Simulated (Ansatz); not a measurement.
# Nb(N,C): Nb$_{4}$C$_{3}$N

A 16-atom cell of Nb(N,C) started in the rock salt structure, site fractions N 0.250, C 0.750, short-range order -0.11 in the first shell of the mixed sites (0 is random, a negative value favours unlike neighbours), space group Cmmm at the end, an ordered arrangement that its symmetry holds.

The mixing enthalpy is taken against the end members in the rock salt type (which need not be the stable form of NbN and NbC), relaxed in the same cell and mesh, with NbN held in the symmetric form, which may not be a minimum.

Level of theory: PBE (plane waves to 420 eV, PAW; Ansatz, a quantum-chemistry and plane-wave program). No spin–orbit coupling; the runs are not spin-polarised. Its k-point mesh 5×5×5, Fermi–Dirac width 0.05 eV.

The volume per atom is 11.22 Å³ and the C–Nb bonds comes out as 2.219 Å on average, from 2.175 to 2.241 (36). The N–Nb bonds comes out as 2.301 Å on average, from 2.300 to 2.304 (12). The mixing enthalpy per site of the mixed sublattice comes out as -34 meV and the departure of the mean lattice parameter from Vegard's line is +0.2 %.

```yaml
crystal:
  lattice:
    - [0.00290, 4.47903, 4.47610]
    - [4.47901, 0.00000, 4.47901]
    - [4.47610, 4.47903, 0.00290]
  atoms:
    - { symbol: Nb, position: [0.00716, 0.99284, 0.00716] }
    - { symbol: Nb, position: [0.01372, 0.00000, 0.48628] }
    - { symbol: Nb, position: [0.00716, 0.49284, 0.00716] }
    - { symbol: Nb, position: [0.01372, 0.50000, 0.48628] }
    - { symbol: Nb, position: [0.48628, 0.00000, 0.01372] }
    - { symbol: Nb, position: [0.49284, 0.00716, 0.49284] }
    - { symbol: Nb, position: [0.48628, 0.50000, 0.01372] }
    - { symbol: Nb, position: [0.49284, 0.50716, 0.49284] }
    - { symbol: C, position: [0.25000, 0.25000, 0.25000] }
    - { symbol: C, position: [0.25000, 0.25000, 0.75000] }
    - { symbol: C, position: [0.25000, 0.75000, 0.25000] }
    - { symbol: C, position: [0.25000, 0.75000, 0.75000] }
    - { symbol: C, position: [0.75000, 0.25000, 0.25000] }
    - { symbol: N, position: [0.75000, 0.25000, 0.75000] }
    - { symbol: C, position: [0.75000, 0.75000, 0.25000] }
    - { symbol: N, position: [0.75000, 0.75000, 0.75000] }
```
